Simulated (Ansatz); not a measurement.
Consider AlRu in the CsCl type structure (space group Pm-3m, No. 221; a = 2.983 Å). Axes: x, y, z lie along the cube axes.

Level of theory: Kohn–Sham DFT with the r2SCAN functional, run in Ansatz (a first-principles code) with PAW and 500 eV plane waves, spin-orbit coupling left out.

Base values:

```
Item               Result
---------------  --------
Volume per atom  13.27 Å³
```

Perturbation: compressive biaxial strain of 0.38 % in the plane normal to [001], as in epitaxy on a mismatched substrate; the out-of-plane cell vector and the atoms relax.

### Question
What does the calculation give for the volume per atom after the change?

### Answer
The volume per atom drops by 0.054 Å³, from 13.27 Å³ to 13.21 Å³.

Without a gap, meshes like the base's 16×16×16 leave anisotropic stresses uncertain by several tenths of a GPa, and small strain energies with them. Stability against distortions was not tested. All final runs are without spin polarisation.
